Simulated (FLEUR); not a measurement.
A self-consistent single point of CaMnO₂ (Pmn2_1, 8 atoms in the cell) with FLEUR

Computed with PBEsol, all-electron FLAPW (FLEUR), scalar-relativistic valence.

The input file:

Input of the input generator:

```
CaMnO2 crystal
&input film=f /
6.1443311107 0.0000000000 0.0000000000
0.0000000000 12.2129597928 0.0000000000
0.0000000000 0.0000000000 8.8630800862
1.0
1.0 1.0 1.0

8
20 0.0000000000 0.6353700000 0.5008900000 : 0.00
20 0.5000000000 0.3646300000 0.0008900000 : 0.00
25 -0.0000000000 0.1220000000 0.5047900000 : 4.00
25 0.5000000000 0.8780000000 0.0047900000 : 4.00
8 0.5000000000 0.8936800000 0.4942200000 : 0.00
8 -0.0000000000 0.1063200000 0.9942200000 : 0.00
8 0.0000000000 0.6359000000 0.0000900000 : 0.00
8 0.5000000000 0.3641000000 0.5000900000 : 0.00

&comp jspins=2 /
&exco xctyp='PBEs' /
&kpt div1=5 div2=3 div3=3 /
&end /
```

```xml
<?xml version="1.0" encoding="UTF-8" standalone="no"?>
<fleurInput fleurInputVersion="0.39">
   <comment>
      CaMnO2 crystal                                                                                      
   </comment>
   <calculationSetup>
      <cutoffs Kmax="4.4" Gmax="13.2" GmaxXC="13.2" numbands="0"/>
      <scfLoop itmax="60" minDistance="0.00001" maxIterBroyd="15" imix="Anderson" alpha="0.05" precondParam="0.0" spinf="2.0"/>
      <coreElectrons ctail="T" frcor="F" kcrel="0" coretail_lmax="0"/>
      <xcFunctional name="PBEs" relativisticCorrections="F"/>
      <magnetism jspins="2"/>
      <soc l_soc="F" theta="0.0" phi="0.0" spav="F"/>
      <expertModes spex="0" secvar="F"/>
      <geometryOptimization l_f="T" forcealpha="1.0" forcemix="BFGS" epsdisp="0.00001" epsforce="0.00001"/>
      <ldaU l_linMix="F" mixParam="0.05" spinf="1.0"/>
   </calculationSetup>
   <cell>
      <bzIntegration valenceElectrons="74.0" mode="hist" fermiSmearingEnergy="0.00036749">
         <kPointListSelection listName="default-1"/>
         <!-- k-points included here -->
         <xi:include xmlns:xi="http://www.w3.org/2001/XInclude" href="kpts.xml"> </xi:include>
      </bzIntegration>
      <!-- symmetry operations included here -->
      <xi:include xmlns:xi="http://www.w3.org/2001/XInclude" href="sym.xml"> </xi:include>
      <bulkLattice scale="1.0">
         <bravaisMatrix>
            <row-1>    6.1443311106999996     0.0000000000000000     0.0000000000000000</row-1>
            <row-2>    0.0000000000000000    12.2129597927999995     0.0000000000000000</row-2>
            <row-3>    0.0000000000000000     0.0000000000000000     8.8630800862000001</row-3>
         </bravaisMatrix>
      </bulkLattice>
   </cell>
   <atomSpecies>
      <species name="Calcium (Ca)" element="Ca" atomicNumber="20">
         <mtSphere radius="2.63" gridPoints="925" logIncrement="0.013"/>
         <atomicCutoffs lmax="10" lnonsphr="8"/>
         <electronConfig flipSpins="F">
            <coreConfig>(1s1/2) (2s1/2) (2p1/2) (2p3/2)</coreConfig>
            <valenceConfig>(3s1/2) (3p1/2) (3p3/2) (4s1/2)</valenceConfig>
         </electronConfig>
         <energyParameters s="4" p="4" d="3" f="4"/>
         <lo type="SCLO" l="0" n="3" eDeriv="0"/>
         <lo type="SCLO" l="1" n="3" eDeriv="0"/>
      </species>
      <species name="Manganese 4.000" element="Mn" atomicNumber="25">
         <mtSphere radius="2.43" gridPoints="857" logIncrement="0.014"/>
         <atomicCutoffs lmax="10" lnonsphr="8"/>
         <electronConfig flipSpins="F">
            <coreConfig>(1s1/2) (2s1/2) (2p1/2) (2p3/2)</coreConfig>
            <valenceConfig>(3s1/2) (3p1/2) (3p3/2) (4s1/2) (3d3/2) (3d5/2)</valenceConfig>
            <stateOccupation state="(3d3/2)" spinUp="1.5" spinDown="0.5"/>
            <stateOccupation state="(3d5/2)" spinUp="3.0" spinDown="0.0"/>
         </electronConfig>
         <energyParameters s="4" p="4" d="3" f="4"/>
         <lo type="SCLO" l="0" n="3" eDeriv="0"/>
         <lo type="SCLO" l="1" n="3" eDeriv="0"/>
      </species>
      <species name="Oxygen (O)" element="O" atomicNumber="8">
         <mtSphere radius="1.37" gridPoints="483" logIncrement="0.022"/>
         <atomicCutoffs lmax="6" lnonsphr="4"/>
         <electronConfig flipSpins="F">
            <coreConfig>(1s1/2)</coreConfig>
            <valenceConfig>(2s1/2) (2p1/2) (2p3/2)</valenceConfig>
            <stateOccupation state="(2p1/2)" spinUp="0.6666666667" spinDown="0.6666666667"/>
            <stateOccupation state="(2p3/2)" spinUp="1.333333333" spinDown="1.333333333"/>
         </electronConfig>
         <energyParameters s="2" p="2" d="3" f="4"/>
      </species>
   </atomSpecies>
   <atomGroups>
      <atomGroup species="Calcium (Ca)">
         <relPos label="                   1">.0000000000 -.3646300000 -.4991100000</relPos>
         <relPos label="                   2">1.000/2.000 .3646300000 .0008900000</relPos>
         <force calculate="T" relaxXYZ="TTT"/>
      </atomGroup>
      <atomGroup species="Manganese 4.000">
         <relPos label="                   3">.0000000000 .1220000000 -.4952100000</relPos>
         <relPos label="                   4">1.000/2.000 -.1220000000 .0047900000</relPos>
         <force calculate="T" relaxXYZ="TTT"/>
      </atomGroup>
      <atomGroup species="Oxygen (O)">
         <relPos label="                   5">1.000/2.000 -.1063200000 .4942200000</relPos>
         <relPos label="                   6">.0000000000 .1063200000 -.0057800000</relPos>
         <force calculate="T" relaxXYZ="TTT"/>
      </atomGroup>
      <atomGroup species="Oxygen (O)">
         <relPos label="                   7">.0000000000 -.3641000000 .0000900000</relPos>
         <relPos label="                   8">1.000/2.000 .3641000000 -.4999100000</relPos>
         <force calculate="T" relaxXYZ="TTT"/>
      </atomGroup>
   </atomGroups>
   <output dos="F" band="F" slice="F">
      <checks vchk="F" cdinf="F"/>
      <bandDOS minEnergy="-.5*Htr" maxEnergy="0.5*Htr" sigma="0.015" storeEVData="T"/>
      <vacuumDOS vacdos="F" integ="F" star="F" nstars="0" locx1="0.0" locy1="0.0" locx2="0.0" locy2="0.0" nstm="0" tworkf="0.0"/>
      <unfoldingBand unfoldBand="F" supercellX="1" supercellY="1" supercellZ="1"/>
      <plotting iplot="0" polar="F">
         <plot TwoD="T" vec1="  1.0  0.0  0.0" vec2="  0.0  1.0  0.0" vec3="  0.0  0.0  1.0" zero="  0.0  0.0  0.0" file="plot"/>
      </plotting>
      <chargeDensitySlicing numkpt="0" minEigenval="0.0" maxEigenval="0.0" nnne="0" pallst="F"/>
      <specialOutput eonly="F"/>
      <magneticCircularDichroism mcd="F" energyLo="-10.0" energyUp="0.0"/>
   </output>
  <!-- We include the file relax.xml here to enable relaxations (see documentation) -->
  <xi:include xmlns:xi="http://www.w3.org/2001/XInclude" href="relax.xml"> <xi:fallback/> </xi:include>
</fleurInput>
```

Output (repeated stretches shortened):

```
      Welcome to FLEUR        (www.flapw.de)
      MaX-Release 8.1          (www.max-centre.eu)

 ========== k-point set info ==========
 Selected k-point list: default-1
 k-point list type: mesh
 5 x 3 x 3
 Number of k points: 12

 ------------Calculation Setup---------------------------
           1           2           3           4           6          12
 Number of basis functions:         1025
 Iteration:     1   Distance:      19.06318311 me/bohr^3
 Iteration:     2   Distance:      15.96555320 me/bohr^3
 Iteration:     3   Distance:       9.05875580 me/bohr^3
 Iteration:     4   Distance:       7.74161571 me/bohr^3
 Iteration:     5   Distance:       3.33181435 me/bohr^3
 Iteration:     6   Distance:       0.88847861 me/bohr^3
   [... 14 lines left out ...]
 Iteration:    21   Distance:       0.00018787 me/bohr^3
 Iteration:    22   Distance:       0.00005849 me/bohr^3
 Iteration:    23   Distance:       0.00003507 me/bohr^3
 Iteration:    24   Distance:       0.00001033 me/bohr^3
 Iteration:    25   Distance:       0.00000331 me/bohr^3
 Reset of history
 Run finished successfully
 Stop message:
   Structural relaxation: new displacements generated

[file out, last iteration]
             iter=     26
          p o t e n t i a l   g e n e r a t o r
[...]
          integral of pseudo charge density inside the slab=        0.000000   0.000000
     coulomb potential in the interstitial region:
          density-coulomb potential integrals
          total density-coulomb potenti    -6017.9240625219
          density-effective potential integrals for spin  1
          density-effective potential integrals for spin  2
          total density-effective poten   -6.2878346966E+03
          charge density-energy density integrals
          total charge density-energy d   -2.0647819855E+02
 Updated energy parameters for spin:           1
  Atom    1 4s branch from -1.11 to  2.07 htr. ; e_l =  0.2972
  Atom    1 4p branch from -0.38 to  2.50 htr. ; e_l =  0.4010
  Atom    1 3d branch from -9.99 to  0.75 htr. ; e_l =  0.4267
  Atom    1 4f branch from -9.99 to  2.69 htr. ; e_l =  0.6605
  Atom    1 3s branch from-14.61 to -1.11 htr. ; e_l(l -1.1420
  Atom    1 3p branch from-11.69 to -0.38 htr. ; e_l(l -0.4509
  Atom    2 4s branch from -2.66 to  1.60 htr. ; e_l =  0.1879
  Atom    2 4p branch from -1.50 to  2.13 htr. ; e_l =  0.3225
  Atom    2 3d branch from -9.99 to  0.33 htr. ; e_l =  0.2157
  Atom    2 4f branch from -9.99 to  3.08 htr. ; e_l =  0.6353
  Atom    2 3s branch from-26.76 to -2.66 htr. ; e_l(l -2.6644
  Atom    2 3p branch from-22.58 to -1.50 htr. ; e_l(l -1.5214
  Atom    3 2s branch from-18.25 to  1.05 htr. ; e_l = -0.4528
  Atom    3 2p branch from -9.99 to  1.36 htr. ; e_l = -0.0283
  Atom    3 3d branch from -9.99 to  6.38 htr. ; e_l =  0.2352
  Atom    3 4f branch from -9.99 to 11.08 htr. ; e_l =  0.3952
  Atom    4 2s branch from-18.24 to  1.06 htr. ; e_l = -0.4449
  Atom    4 2p branch from -9.99 to  1.37 htr. ; e_l = -0.0215
  Atom    4 3d branch from -9.99 to  6.39 htr. ; e_l =  0.2409
  Atom    4 4f branch from -9.99 to 11.09 htr. ; e_l =  0.4009
 Updated energy parameters for spin:           2
  Atom    1 4s branch from -1.11 to  2.07 htr. ; e_l =  0.2992
   [... lines left out ...]
          first approx. to ef    (T=0)  :   0.305408 htr   (energy of the highest occ. eigenvalue)
FERHIS:  Fermi-Energy by histogram:
          bandgap                     :   0.017486 htr
          charge neutrality (T=0)     :   0.000000    (zero if the highest occ. eigenvalue is "entirely" occupied)
 Direct bandgap for spin            1 :    4.8501660934972324E-002  Htr
 Direct bandgap for spin            2 :   0.10582514377566332       Htr
 ---->    free energy=                     -3974.5293254961 htr
   [... lines left out ...]
SPIN-1 FORCE FOR ATOM TYPE=  2  X=  0.000   Y=  1.490   Z= -4.389      FX_SP = 0.000000 FY_SP =-0.031151 FZ_SP = 0.024345
SPIN-2 FORCE FOR ATOM TYPE=  2  X=  0.000   Y=  1.490   Z= -4.389      FX_SP = 0.000000 FY_SP = 0.031848 FZ_SP =-0.024120
SPIN-1 FORCE FOR ATOM TYPE=  3  X=  3.072   Y= -1.298   Z=  4.380      FX_SP = 0.000000 FY_SP =-0.004229 FZ_SP = 0.001950
SPIN-2 FORCE FOR ATOM TYPE=  3  X=  3.072   Y= -1.298   Z=  4.380      FX_SP = 0.000000 FY_SP = 0.003942 FZ_SP =-0.002157
SPIN-1 FORCE FOR ATOM TYPE=  4  X=  0.000   Y= -4.447   Z=  0.001      FX_SP = 0.000000 FY_SP =-0.004453 FZ_SP =-0.000183
SPIN-2 FORCE FOR ATOM TYPE=  4  X=  0.000   Y= -4.447   Z=  0.001      FX_SP = 0.000000 FY_SP = 0.003958 FZ_SP = 0.000048
 ***** TOTAL FORCES ON ATOMS *****
 TOTAL FORCE FOR ATOM TYPE=  1  X=  0.000   Y= -4.453   Z= -4.424
                       FX_TOT= 0.000000 FY_TOT= 0.001286 FZ_TOT=-0.000009
 TOTAL FORCE FOR ATOM TYPE=  2  X=  0.000   Y=  1.490   Z= -4.389
                       FX_TOT= 0.000000 FY_TOT= 0.000697 FZ_TOT= 0.000225
 TOTAL FORCE FOR ATOM TYPE=  3  X=  3.072   Y= -1.298   Z=  4.380
                       FX_TOT= 0.000000 FY_TOT=-0.000287 FZ_TOT=-0.000207
 TOTAL FORCE FOR ATOM TYPE=  4  X=  0.000   Y= -4.447   Z=  0.001
                       FX_TOT= 0.000000 FY_TOT=-0.000495 FZ_TOT=-0.000134
```

The run converged in 25 iterations. FLEUR gives forces in its relaxation mode, with a further iteration, so its stop message speaks of a relaxation.

The starting cell comes from a database of computed structures (which also holds hypothetical and non-ambient phases and stackings), without a prior relaxation at this level. The magnetic order is the one reached from the typed start; others were not searched systematically. Values depend on the basis (sphere radii, cutoffs, local orbitals), which need not be converged.

Cost on one core of a shared machine: roughly 20 min.
